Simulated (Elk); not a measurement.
Input and output of a self-consistent single point for MnSiNi (P6_3/mmc, 6 atoms in the cell) (Elk).

Level of theory: LDA (PW92), all-electron FP-LAPW, Elk's shipped species files, APW+lo basis with extra local orbitals (Elk).

The change in words: lattice scaled by 0.98. Reference geometry:
```
MnSiNi
1.0
    4.05641     0.00000     0.00000
   -2.02820     3.51295     0.00000
    0.00000     0.00000     4.84422
Mn Si Ni
2 2 2
Direct
  0.66667   0.33333   0.75000
  0.33333   0.66667   0.25000
  0.33333   0.66667   0.75000
  0.66667   0.33333   0.25000
  0.00000   0.00000   0.50000
  0.00000   0.00000   0.00000
```
Moments meant for the start (each program seeds them in its own way; μB, in the order of the atoms Mn Mn Si Si Ni Ni): 4.0 4.0 0.0 0.0 0.0 0.0.

Reference input (self-consistent single point, DFT, LDA (PW92), all-electron FP-LAPW, Elk's shipped species files, APW+lo basis with extra local orbitals): xctype = 3; spinpol = true; rgkmax = 8; stype = 0; swidth = 0.00499791 Ha; ngridk = 6 6 5; reducebf = 0.5; gmaxvr = 14 1/bohr; nxlo = 2; lorbcnd = true; rmtscf = 0.89; lmaxi = 3. This run's input differs from it in these lines:

```diff
@@ -37,5 +37,5 @@
 avec
-    7.6655038312    0.0000000274    0.0000000000
-   -3.8327519393    6.6385210369    0.0000000000
-    0.0000000000    0.0000000000    9.1542490874
+    7.5121940308    0.0000000504    0.0000000000
+   -3.7560970591    6.5057508436    0.0000000000
+    0.0000000000    0.0000000000    8.9711648616
```

Output (repeated stretches shortened):

```
│ Self-consistent loop started │
│ Loop number : 1 │
 total energy                :     -5945.92285030
 total moment                :    4.747914753
│ Loop number : 2 │
 total energy                :     -5945.07307453
 total moment                :    4.735324263
RMS change in Kohn-Sham potential (target) :   0.2173724212     (  0.1000000000E-05)
Absolute change in total energy (target)   :   0.8497757640     (  0.1000000000E-03)
│ Loop number : 3 │
 total energy                :     -5945.66158117
 total moment                :    4.718406358
RMS change in Kohn-Sham potential (target) :   0.2253294540     (  0.1000000000E-05)
   [... lines left out ...]
│ Loop number : 30 │
 total energy                :     -5928.04022492
 total moment                :   -2.483289007
RMS change in Kohn-Sham potential (target) :   0.9443286226E-06 (  0.1000000000E-05)
Absolute change in total energy (target)   :   0.2458348918E-03 (  0.1000000000E-03)
│ Loop number : 31 │
 total energy                :     -5928.04010536
 total moment                :   -2.483303287
RMS change in Kohn-Sham potential (target) :   0.8680164227E-06 (  0.1000000000E-05)
Absolute change in total energy (target)   :   0.5810100174E-04 (  0.1000000000E-03)
Convergence targets achieved

│ Loop number : 32 │

Energies :
 Fermi                       :     0.409585043989
 xc effective B-field        :    -0.478695769394E-01
 external B-field            :      0.00000000000
 total energy                :     -5928.04017559
 (external B-field energy excluded from total)

Density of states at Fermi energy :    161.7894553
 (states/Hartree/unit cell)

Estimated indirect band gap :   0.7786781753E-03
 from k-point     17 to k-point      4
Estimated direct band gap   :   0.2146110895E-02
 at k-point     13

Charges :
 core                        :    64.00000000
 valence                     :    70.00000000
 interstitial                :    9.682339006
 muffin-tins (core leakage)
  species :    1 (Mn)
   atom    1                 :    23.58113224     (  0.1156514884E-09)
   [... lines left out ...]
   atom    2                 :   -1.126048363
  species :    2 (Si)
   atom    1                 :   0.2486332418E-01
   atom    2                 :   0.2486332418E-01
  species :    3 (Ni)
   atom    1                 :  -0.1014943524
   atom    2                 :  -0.1014943524
 total in muffin-tins        :   -2.405358782
 total moment                :   -2.482703227

│ Self-consistent loop stopped │
```

The run converged in 32 iterations. The count includes the last loop, which Elk runs after its targets are met. Against the reference run the total energy falls by 46.2 meV/atom and the size of the net moment goes from 0.60 to 0.41 μB/atom.

The starting cell comes from a database of computed structures (which also holds hypothetical and non-ambient phases and stackings), without a prior relaxation at this level. For this run, on top of that: lattice scaled by 0.98. The magnetic order is the one reached from the typed start; others were not searched systematically. Values depend on the basis (sphere radii, cutoffs, local orbitals), which need not be converged. The log's line on a gap gives a spacing of levels on this mesh, which the program prints for metals too.

Cost on one core of a shared machine: roughly 4 min.
